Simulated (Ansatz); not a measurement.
Abridged Ansatz (a quantum-chemistry and plane-wave program) output:

```
Relaxation: its limit of steps is 60 (relax.max_steps)
Pseudopotential: Si, paw, valence charge 4
Pseudopotential: W, paw, valence charge 14
Crystal: 3 atoms, lattice volume = 39.429 Å³
Basis set: ecut = 420 eV, 769 PW (Γ), exchange–correlation on 64×64×64 points (8 copies of the dense FFT grid, shifted against one another)
Bands: 15, of which v1, the nominal top of the filled ones, is band 11 counted from 1 (10 counted from 0)
Symmetry: 16 space group operations
k-points: 641 of 8000
Functional: x = slater, c = lda
SCF iter   1: F=—  HF=-11348.466452 eV  |F-HF|=—  |Δ(HF+E_count)|=         —  Δρ=6.62e-3  dr2=1.62e-2  ethr=1.77e-3  ⟨swp⟩=5.4  Hψ=56539  notcnv=0
SCF iter   2: F=—  HF=-11348.463233 eV  |F-HF|=—  |Δ(HF+E_count)|=   3.22e-3  Δρ=3.39e-3  dr2=2.62e-3  ethr=7.37e-5  ⟨swp⟩=1.2  Hψ=14906  notcnv=0
SCF 1 converged in 6 iterations: F = -11348.462642 eV  dr2 = 1.19e-9
relax step   1: F+E_penalty+E_count = -11348.46264236 eV  Δ(F+E_penalty+E_count) = +0.000e0 eV  max|allowed force component| = 1.567e-5 eV/Å  Δτ_max = 0.0000 Å  P = -0.000 GPa  Ω = 39.429 Å³  (6 SCF iters, dr2 threshold 1.00e-7 eV, accepted)
[... steps on the carried basis left out ...]
relax step   4: F+E_penalty+E_count = -11348.46211873 eV  Δ(F+E_penalty+E_count) = -5.440e-5 eV  max|allowed force component| = 3.941e-3 eV/Å  Δτ_max = 0.0000 Å  P = -1.002 GPa  Ω = 39.596 Å³  stress off target by 5.86e-3 GPa  SCF on the basis re-selected at this cell (its energy is not comparable with the rows above)  (5 SCF iters)
SCF converged after 5 iterations
Free energy (F): -11348.462119 eV
Internal energy: -11348.460175 eV  (E = F + TS)
E sigma→0 (E₀):  -11348.461147 eV
Entropy (-TS):   -0.001944 eV (-0.648 meV/atom)
Fermi energy:    16.844823 eV
--- Forces (eV/Å), atoms counted from 1 ---
  atom   1  Si    -0.00000000     0.00000000    -0.00394093
  atom   2  Si     0.00000000    -0.00000000     0.00394093
  atom   3  W      0.00000000    -0.00000000    -0.00000000
--- Stress (GPa, compression-positive) ---
       -0.999433       0.000000       0.000000
        0.000000      -0.999433       0.000000
        0.000000       0.000000      -1.005863
  P = ⅓ Tr σ = -1.0016 GPa (-10.016 kbar)
--- Relaxed structure (3 steps of the walk, 3 accepted, 1 SCFs on fresh bases) ---
  cell:  # Å, volume = 39.5960 Å³
    - [-1.5951478305195494, 1.5951478305195494, 3.8903532492067976]
    - [1.5951478305195494, -1.5951478305195494, 3.8903532492067976]
    - [1.5951478305195494, 1.5951478305195494, -3.8903532492067976]
  atoms:
    - { symbol: Si, position: [0.6652473410368186, 0.6652473410368186, -2.4600338724238e-36] }
    - { symbol: Si, position: [0.3347526589631816, 0.3347526589631816, -4.400250620463986e-36] }
    - { symbol: W, position: [1.1626194745745808e-21, 1.1626194745745812e-21, 1.4760610910492979e-36] }
```

Q: What was computed, and what are the main results?

A: WSi2, 3 atoms in the cell, with Ansatz LDA, no spin-orbit coupling, from a series relaxed to a target (pressure −1 GPa). The last SCF converged to F = -11348.462119 eV, or -3782.8207 eV per atom, at a pressure of -1.00 GPa. The total energy compares only with runs of the same code, potentials and settings.

Load acts through the strain it causes; cell and atoms are relaxed under it. No phonon test of stability was made. All final runs are without spin polarisation. The cell was made from WSi2 (space group I4/mmm, No. 139) by this change: pressure −1 GPa.

Keys are those of Ansatz 0.2.
